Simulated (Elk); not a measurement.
**Elk run on Ru (P6_3/mmc, 2 atoms in the cell): self-consistent single point**

Computed with Elk with PBE, all-electron FP-LAPW, Elk's shipped species files, APW+lo basis with extra local orbitals.

Input:

```
tasks
  0

xctype
  20

tforce
  .true.

rgkmax
  7.5

gmaxvr
  18.0

lmaxapw
  10

lmaxo
  8

nxlo
  2

lorbcnd
  .true.

lradstp
  2

nrmtscf
  2.0

rmtscf
  0.92

lmaxi
  4

stype
  0

swidth
  0.00367493

avec
    5.2076294474   -0.0000003963    0.0000000000
   -2.6038143805    4.5099395931    0.0000000000
    0.0000000000    0.0000000000    8.2082994326

atoms
  1   : nspecies
  'Ru.in'   : spfname
  2   : natoms; atposl, bfcmt below
  0.3333333333  0.6666666667  0.2500000000    0.0 0.0 0.0
  0.6666666667  0.3333333333  0.7500000000    0.0 0.0 0.0

ngridk
  18 18 10
```

Output, abridged:

```
│ Elk code version 10.2.4 │

All units are atomic (Hartree, Bohr, etc.)

│ Ground-state run starting from atomic densities │

Lattice vectors :
   5.207629447     -0.3963000000E-06   0.000000000
  -2.603814380       4.509939593       0.000000000
   0.000000000       0.000000000       8.208299433

Unit cell volume      :    192.7808855
Brillouin zone volume :    1.286695062

Muffin-tin inner radius fraction :   0.1000000000E-01

Nuclei treated as point charges

Species :    1 (Ru)
 parameters loaded from : Ru.in
 name : ruthenium
 nuclear charge    :   -44.00000000
 electronic charge :    44.00000000
 atomic mass :    184239.3392
 muffin-tin radius :    2.392000000
 number of radial points in muffin-tin :   1199
 atomic positions (lattice), magnetic fields (Cartesian) :
   1 :   0.33333333  0.16666667  0.25000000    0.00000000  0.00000000  0.00000000
   2 :  -0.33333333 -0.16666667 -0.25000000    0.00000000  0.00000000  0.00000000

Total number of atoms per unit cell :    2

Spin treatment :
 spin-unpolarised

Number of Bravais lattice symmetries :   24
Number of crystal symmetries         :   24
Crystal has inversion symmetry
Real symmetric eigensolver will be used

k-point grid :     18    18    10
k-point offset :    0.000000000       0.000000000       0.000000000
k-point set is reduced with full crystal symmetry group
Total number of k-points :      222

Muffin-tin radius times maximum |G+k| :    7.500000000
 using average radius
Maximum |G+k| for APW functions       :    3.135451505
Maximum (1/2)|G+k|²                   :    4.915528070
Maximum |G| for potential and density :    18.00000000
 potential will be trimmed for |G| > 2 gkmax
Constant for pseudocharge density :   11
Radial integration step length :    2

G-vector grid sizes :     30    30    48
Number of G-vectors :    18917

Maximum angular momentum used for
 APW functions                      :   10
 outer part of muffin-tin           :    8
 inner part of muffin-tin           :    4

Total nuclear charge    :   -88.00000000
Total core charge       :    56.00000000
Total valence charge    :    32.00000000
Total excess charge     :    0.000000000
Total electronic charge :    88.00000000

Effective Wigner radius, rₛ :   0.8056830551

Number of empty states         :    8
Total number of valence states :   24
Total number of core states    :   56

Conduction state local-orbitals added automatically
Total number of local-orbitals :  230

Exchange-correlation functional :     20     0     0
 Perdew-Burke-Ernzerhof, Phys. Rev. Lett. 77, 3865 (1996)
 gradient requirement :    1
 generalised gradient approximation (GGA)

Smearing type :    0
 Gaussian
Smearing width :   0.3674930000E-02
Effective electronic temperature (K) :    1160.451112

Mixing type :    3
 Broyden mixing, J. Phys. A: Math. Gen. 17, L317 (1984)

Kohn-Sham potential initialised from atomic data

│ Self-consistent loop started │
│ Loop number : 1 │
 total energy                :     -9057.84245693
│ Loop number : 2 │
 total energy                :     -9058.25053857
RMS change in Kohn-Sham potential (target) :   0.1221519491     (  0.1000000000E-05)
Absolute change in total energy (target)   :   0.4080816468     (  0.1000000000E-03)
│ Loop number : 3 │
 total energy                :     -9059.15177939
RMS change in Kohn-Sham potential (target) :   0.1126231631     (  0.1000000000E-05)
Absolute change in total energy (target)   :    1.003261233     (  0.1000000000E-03)
│ Loop number : 4 │
 total energy                :     -9059.49074270
RMS change in Kohn-Sham potential (target) :   0.1063763085     (  0.1000000000E-05)
Absolute change in total energy (target)   :   0.5897786118     (  0.1000000000E-03)
│ Loop number : 5 │
 total energy                :     -9061.50556206
RMS change in Kohn-Sham potential (target) :   0.5855627640E-01 (  0.1000000000E-05)
Absolute change in total energy (target)   :    2.162264014     (  0.1000000000E-03)
│ Loop number : 6 │
 total energy                :     -9063.08099292
RMS change in Kohn-Sham potential (target) :   0.1992651262E-01 (  0.1000000000E-05)
Absolute change in total energy (target)   :    2.115996867     (  0.1000000000E-03)
│ Loop number : 7 │
 total energy                :     -9063.79374089
RMS change in Kohn-Sham potential (target) :   0.7769642356E-03 (  0.1000000000E-05)
Absolute change in total energy (target)   :    1.241747179     (  0.1000000000E-03)
│ Loop number : 8 │
 total energy                :     -9063.72237535
RMS change in Kohn-Sham potential (target) :   0.7812524736E-03 (  0.1000000000E-05)
Absolute change in total energy (target)   :   0.2390712603     (  0.1000000000E-03)
│ Loop number : 9 │
 total energy                :     -9063.69988800
RMS change in Kohn-Sham potential (target) :   0.8751677169E-03 (  0.1000000000E-05)
Absolute change in total energy (target)   :   0.3728046175E-01 (  0.1000000000E-03)
│ Loop number : 10 │
 total energy                :     -9063.74867966
RMS change in Kohn-Sham potential (target) :   0.1250280838E-03 (  0.1000000000E-05)
Absolute change in total energy (target)   :   0.5811178245E-01 (  0.1000000000E-03)
│ Loop number : 11 │
 total energy                :     -9063.75609817
RMS change in Kohn-Sham potential (target) :   0.1647997215E-04 (  0.1000000000E-05)
Absolute change in total energy (target)   :   0.2194645267E-01 (  0.1000000000E-03)
│ Loop number : 12 │
 total energy                :     -9063.75581265
RMS change in Kohn-Sham potential (target) :   0.1083306615E-04 (  0.1000000000E-05)
Absolute change in total energy (target)   :   0.5201096063E-02 (  0.1000000000E-03)
│ Loop number : 13 │
 total energy                :     -9063.75501792
RMS change in Kohn-Sham potential (target) :   0.9374755700E-06 (  0.1000000000E-05)
Absolute change in total energy (target)   :   0.5055430811E-03 (  0.1000000000E-03)
│ Loop number : 14 │
 total energy                :     -9063.75505746
RMS change in Kohn-Sham potential (target) :   0.3707635559E-06 (  0.1000000000E-05)
Absolute change in total energy (target)   :   0.1659252666E-03 (  0.1000000000E-03)
│ Loop number : 15 │
 total energy                :     -9063.75506377
RMS change in Kohn-Sham potential (target) :   0.8630075476E-07 (  0.1000000000E-05)
Absolute change in total energy (target)   :   0.4778438233E-04 (  0.1000000000E-03)
Convergence targets achieved

│ Loop number : 16 │

Energies :
 Fermi                       :     0.466868241683
 sum of eigenvalues          :     -5395.78749912
 electron kinetic            :      9429.67425561
 core electron kinetic       :      9168.74114858
 Coulomb                     :     -18225.7438213
 Coulomb potential           :     -14476.4453409
 nuclear-nuclear             :     -961.799684687
 electron-nuclear            :     -20051.4429324
 Hartree                     :      2787.49879573
 Madelung                    :     -10987.5211509
 xc potential                :     -349.016413796
 exchange                    :     -263.014333438
 correlation                 :     -4.67116387887
 total energy                :     -9063.75506306

Density of states at Fermi energy :    53.76276574
 (states/Hartree/unit cell)

Estimated indirect band gap :   0.6955518456E-03
 from k-point     75 to k-point     58
Estimated direct band gap   :   0.5087965513E-02
 at k-point    131

Charges :
 core                        :    56.00000000
 valence                     :    32.00000000
 interstitial                :    3.382281769
 muffin-tins (core leakage)
  species :    1 (Ru)
   atom    1                 :    42.30885912     (  0.2138826574E-06)
   atom    2                 :    42.30885912     (  0.2138826574E-06)
 total in muffin-tins        :    84.61771823
 total calculated charge     :    87.99939153
 total charge                :    88.00000000
 error                       :   0.6084673488E-03

│ Self-consistent loop stopped │

Forces :
 species :    1 (Ru)
  atom :    1
   Hellmann-Feynman          :    -0.00000000    0.00000000    0.00000000
   IBS                       :     0.00000000   -0.00000000   -0.00000000
   total force               :    -0.00000000   -0.00000000   -0.00000000
   total magnitude           :     0.00000000
  atom :    2
   Hellmann-Feynman          :     0.00000000   -0.00000000    0.00000000
   IBS                       :    -0.00000000    0.00000000    0.00000000
   total force               :     0.00000000    0.00000000    0.00000000
   total magnitude           :     0.00000000
```

The run converged in 16 iterations. The count includes the last loop, which Elk runs after its targets are met.

The starting cell comes from a database of computed structures (which also holds hypothetical and non-ambient phases and stackings), without a prior relaxation at this level. Its lattice was rescaled by a random factor within 2.5 % of one. Spin polarisation is off. Values depend on the basis (sphere radii, cutoffs, local orbitals), which need not be converged. The log's line on a gap gives a spacing of levels on this mesh, which the program prints for metals too.

Cost on one core of a shared machine: roughly 6 min.
